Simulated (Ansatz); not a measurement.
Here is the system:

```
BN
1.0
    2.55156     0.00000     0.00000
   -1.27578     2.20971     0.00000
    0.00000     0.00000     6.73375
B N
2 2
Direct
  0.66667   0.33333   0.75000
  0.33333   0.66667   0.25000
  0.33333   0.66667   0.75000
  0.66667   0.33333   0.25000
```

No spin polarisation.

The values are results of PBE-D3(BJ) (Ansatz, a quantum-chemistry and plane-wave program, PAW, no spin-orbit coupling), not measurements. k-mesh 15×15×5 (Γ-centred); smearing 0.05 eV (Fermi–Dirac).

Task: Estimate the band gap.

Result: 4.18 eV.

Task: Estimate the smallest direct gap.

Result: 4.50 eV.

The cells carry an imposed strain or load. Whether these cells are dynamically stable was not tested. The cell was made from BN (space group P6_3/mmc, No. 194; layered, stacked along the Cartesian z axis) by this change: isotropic strain +1.80 %.
